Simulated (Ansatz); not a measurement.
Ansatz (a first-principles code) run on Cu3Sn (P3m1, 8 atoms in the cell): self-consistent single point.

Level of theory: PBEsol, default PAW files made with PBE (plane waves; Ansatz).

```yaml
crystal:
  lattice:
    - [5.53432, 0.00000, 0.00000]
    - [-2.76716, 4.79286, 0.00000]
    - [0.00000, 0.00000, 4.29405]
  atoms:
    - { symbol: Cu, position: [0.15577, 0.84423, 0.75000] }
    - { symbol: Cu, position: [0.84423, 0.15577, 0.25000] }
    - { symbol: Cu, position: [0.31154, 0.15577, 0.25000] }
    - { symbol: Cu, position: [0.68846, 0.84423, 0.75000] }
    - { symbol: Cu, position: [0.15577, 0.31154, 0.75000] }
    - { symbol: Cu, position: [0.84423, 0.68846, 0.25000] }
    - { symbol: Sn, position: [0.33333, 0.66667, 0.26164] }
    - { symbol: Sn, position: [0.66667, 0.33333, 0.75000] }
```

Reference input (self-consistent single point, DFT, PBEsol, plane waves, default PAW files made with PBE): basis.ecutwfc = 420 eV; kpoints.mp_grid.grid = 5 5 6; hamiltonian.xc = pbesol; hamiltonian.pseudopotentials = {kind: paw} (the program's default PAW files); scf.occupations.method = fermi_dirac; scf.occupations.width = 0.1 eV. This run's input differs from it in these lines:

Ansatz 0.2 input:
```diff
@@ -18,3 +18,3 @@
 kpoints:
-  mp_grid: { grid: [5, 5, 6] }
+  mp_grid: { grid: [10, 10, 11] }
 hamiltonian:
```

Log, with long lists cut:

```
SCF iter   1: F=—  HF=-51432.335060 eV  |F-HF|=—  |Δ(HF+E_count)|=         —  Δρ=1.50e-2  dr2=1.37e-1  ethr=1.77e-3  ⟨swp⟩=5.1  Hψ=37511  notcnv=0  defer=354
all-band conjugate gradients solve this SCF's bands
preconditioner: auto → Kerker (q_TF=auto, 2.830 Å⁻¹)
SCF iter   2: F=—  HF=-51432.306118 eV  |F-HF|=—  |Δ(HF+E_count)|=   2.89e-2  Δρ=1.88e-3  dr2=2.71e-3  ethr=9.68e-5  ⟨swp⟩=2.0  Hψ=17475  notcnv=0  defer=632
   [... lines left out ...]
SCF iter   5: F=—  HF=-51432.303942 eV  |F-HF|=—  |Δ(HF+E_count)|=   3.25e-5  Δρ=8.89e-5  dr2=1.92e-5  ethr=6.04e-8  ⟨swp⟩=2.0  Hψ=14207  notcnv=0  defer=632
SCF iter   6: F=—  HF=-51432.303937 eV  |F-HF|=—  |Δ(HF+E_count)|=   4.37e-6  Δρ=2.61e-5  dr2=1.91e-6  ethr=1.35e-8  ⟨swp⟩=2.0  Hψ=14265  notcnv=0  defer=632
SCF iter   7: F=—  HF=-51432.303937 eV  |F-HF|=—  |Δ(HF+E_count)|=   1.71e-7  Δρ=1.15e-5  dr2=2.21e-7  ethr=1.35e-9  ⟨swp⟩=2.0  Hψ=15876  notcnv=0  defer=632
SCF iter   8: F=-51432.303937 eV  HF=-51432.303937 eV  |F-HF|=2.61e-8  |Δ(HF+E_count)|=   4.66e-8  Δρ=5.02e-6  dr2=1.98e-8  ethr=7.04e-11  ⟨swp⟩=9.2  Hψ=47221  notcnv=0
SCF 1 converged in 8 iterations: F = -51432.303937 eV  dr2 = 1.98e-8
Free energy (F): -51432.303937 eV
Internal energy: -51432.234100 eV  (E = F + TS)
E sigma→0 (E₀):  -51432.269018 eV
Entropy (-TS):   -0.069837 eV (-8.730 meV/atom)
Fermi energy:    15.994433 eV
--- Forces (eV/Å), atoms counted from 1 ---
  atom   1  Cu    -0.05137817     0.02966320     0.10982904
  atom   2  Cu     0.04296991    -0.02480869    -0.01236045
  atom   3  Cu    -0.04296991    -0.02480869    -0.01236045
  atom   4  Cu     0.05137817     0.02966320     0.10982904
  atom   5  Cu     0.00000000    -0.05932640     0.10982904
  atom   6  Cu     0.00000000     0.04961738    -0.01236045
  atom   7  Sn    -0.00000000     0.00000000    -0.32305273
  atom   8  Sn    -0.00000000     0.00000000     0.03065002
--- Stress (GPa, compression-positive) ---
       -3.375451      -0.000000       0.000000
        0.000000      -3.375451      -0.000000
        0.000000      -0.000000      -3.744748
  P = ⅓ Tr σ = -3.4985 GPa (-34.985 kbar)
  The stress holds the Pulay correction. Without it, at fixed plane waves, as pw.x and ABINIT print it: P = -3.5989 GPa
```

The run converged in 8 iterations. Against the reference run the free energy rises by 5.8 meV/atom, the pressure goes from -3.67 to -3.50 GPa and the largest force moves little (0.324 to 0.323 eV/Å).

The starting cell comes from a database of computed structures (which also holds hypothetical and non-ambient phases and stackings), without a prior relaxation at this level. Its lattice was rescaled by up to half a per cent. One atom was moved a little off its site on purpose. Spin polarisation is off. With a pressure of about -3 GPa the cell is away from its equilibrium volume at this level. Ansatz's pressure includes its estimate of the finite-basis (Pulay) stress.

Cost on one core of a shared machine: roughly 2 min.
